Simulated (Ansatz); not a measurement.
Cr in the bcc (W type) structure (space group Im-3m, No. 229; non-magnetic)

```cif
data_Cr
_chemical_formula_sum 'Cr1'
_space_group_name_H-M_alt 'P 1'
_space_group_IT_number 1
_cell_length_a 2.46635
_cell_length_b 2.46635
_cell_length_c 2.46635
_cell_angle_alpha 109.471
_cell_angle_beta 109.471
_cell_angle_gamma 109.471
loop_
_space_group_symop_operation_xyz
  'x, y, z'
loop_
_atom_site_label
_atom_site_type_symbol
_atom_site_fract_x
_atom_site_fract_y
_atom_site_fract_z
_atom_site_occupancy
Cr1 Cr 0.00000 0.00000 0.00000 1
```

Method: Ansatz (a first-principles code), PBE, PAW, cutoff 420 eV, without spin-orbit coupling, earlier PAW set. k-mesh 23×23×23 (Γ-centred); smearing 0.05 eV (Fermi–Dirac).

```json
{
  "volume_per_atom": "11.55 Å³",
  "density": "7.48 g/cm³",
  "band_gap": "zero",
  "total_energy": "-3377.739 eV/atom (σ→0; compares only within this code and set-up)"
}
```

Whether these cells are dynamically stable was not tested. Starting moments died away, wholly or in part, for the base; another magnetic solution may exist. The final runs are not spin-polarised. Real Cr is antiferromagnetic at low temperature and ambient pressure, an order that this cell doesn't hold.
